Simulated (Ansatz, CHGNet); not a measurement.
## L1₂ (Cu3Au-type) Al3Sc, enthalpy of formation

Reference value: -0.451 ± 0.02 eV/atom (measured, 298 K, copied from a table, unchecked, not corrected to a static lattice; as tabulated in Wang et al. (2021), doi:10.1038/s41598-021-94550-5).

### Question
What do CHGNet 0.3.0, LDA, PBE, revPBE, PBE-D4, r²SCAN, r²SCAN-D4, HSE06, r²SCANh give, and how far is each from the reference?

### Answer

```json
[
 {"level (code)": "CHGNet 0.3.0", "value (eV/atom)": "-0.468", "difference (eV/atom)": "-0.017"},
 {"level (code)": "LDA (Ansatz)", "value (eV/atom)": "-0.498", "difference (eV/atom)": "-0.047"},
 {"level (code)": "PBE (Ansatz)", "value (eV/atom)": "-0.454", "difference (eV/atom)": "-0.003"},
 {"level (code)": "revPBE (Ansatz)", "value (eV/atom)": "-0.443", "difference (eV/atom)": "+0.008"},
 {"level (code)": "PBE-D4 (Ansatz)", "value (eV/atom)": "-0.468", "difference (eV/atom)": "-0.017"},
 {"level (code)": "r²SCAN (Ansatz)", "value (eV/atom)": "-0.491", "difference (eV/atom)": "-0.040"},
 {"level (code)": "r²SCAN-D4 (Ansatz)", "value (eV/atom)": "-0.495", "difference (eV/atom)": "-0.044"},
 {"level (code)": "HSE06 (Ansatz)", "value (eV/atom)": "-0.494", "difference (eV/atom)": "-0.043"},
 {"level (code)": "r²SCANh (Ansatz)", "value (eV/atom)": "-0.513", "difference (eV/atom)": "-0.062"}
]
```

Any of these levels can be the nearest once the reference is moved by up to 0.100 eV/atom (a margin picked here for doubts on the reference and the settings, and for temperature and zero-point motion) and values within 0.010 eV/atom count as equal. Within the reference's own bar: CHGNet 0.3.0, PBE, revPBE, PBE-D4.

The reference isn't brought to a static lattice, while the calculations are for one, so the differences are not the levels' errors alone.  HSE06: exact exchange on metals is sensitive to the k mesh and can open a false gap. HSE06: the run warned that the count of filled bands differs between k points. Each level is taken at its own relaxed cell. Cutoffs and k meshes differ between the levels. Ansatz's density-functional and Hartree–Fock values are scalar-relativistic unless marked +SOC, with PAW data made under PBE.

Machine-learned potentials (CHGNet 0.3.0) are trained on DFT data: a solid inside that data is no test of them.

Differences are worked out from the printed values.

Ansatz is a first-principles code.
